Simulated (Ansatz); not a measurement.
The reference is PbO (space group P4/nmm, No. 129; a = 3.970 Å, c = 4.705 Å). Axes: x, y, z lie along a, b, c of the conventional cell.

The values are results of PBEsol-D3(BJ) (Ansatz, a quantum-chemistry and plane-wave program; PAW; 420 eV plane waves; without spin-orbit coupling), not measurements.

For the base:

| Property | Result |
|---|---|
| Pressure | 0.00 GPa |
| Band gap | 0.90 eV |

One thing is altered: the cell is compressed by 2.40 % along x with no lateral relaxation, atoms relaxed at fixed cell.

Q: How does this affect the pressure?

A: The pressure (mean of the normal stresses, compression positive) goes from zero to 1.60 GPa.

Q: Estimate the effect on the energy relative to the base.

A: The energy goes up by 2.8 meV/atom.

Q: What happens to the band gap?

A: The band gap decreases by 0.18 eV to 0.72 eV.

Spin-orbit coupling, missing from the scalar runs, can matter with Pb. The cells carry an imposed strain or load. Whether these cells are dynamically stable was not tested.
